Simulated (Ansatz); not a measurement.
Take BP in the zinc blende structure (space group F-43m, No. 216; a = 4.5202 Å) as the base. Axes: x, y, z lie along the cube axes.

The change: compressive biaxial strain of 0.91 % in the plane normal to [001], as in epitaxy on a mismatched substrate; the out-of-plane cell vector and the atoms relax.

Levels (all Ansatz, an electronic-structure program, PAW, earlier PAW set): PBEsol (420 eV, no spin-orbit coupling); PBEsol+SOC (420 eV, noncollinear with spin-orbit coupling).

The geometry is relaxed with PBEsol.

- PBEsol valence-band top at Γ: 0.00, 0.00, -0.13 eV
- PBEsol lowest conduction level above the VBM at special points: X 1.08 eV; M 1.23 eV; S₀ 2.11 eV; S 2.11 eV
- PBEsol gap character: indirect, Γ → Γ–X (84 % along)

Problem. What does PBEsol+SOC give at this geometry for the valence-band top at Γ, lowest conduction level above the VBM at special points and gap character?

Solution. The valence-band top at Γ (three highest Kramers pairs, from the VBM) goes from 0.00, 0.00, -0.13 eV to 0.00, -0.02, -0.15 eV; the lowest conduction level above the VBM at special points becomes X 1.07 eV; M 1.22 eV; S₀ 2.10 eV; S 2.10 eV (PBEsol: X 1.08 eV; M 1.23 eV; S₀ 2.11 eV; S 2.11 eV); the gap character stays indirect, Γ → Γ–X (84 % along).

Single points use the geometry relaxed with PBEsol. Differences between runs with and without spin-orbit coupling are approximate. Stability against distortions was not tested. Labels are those of the standard path for the cell's own space group.
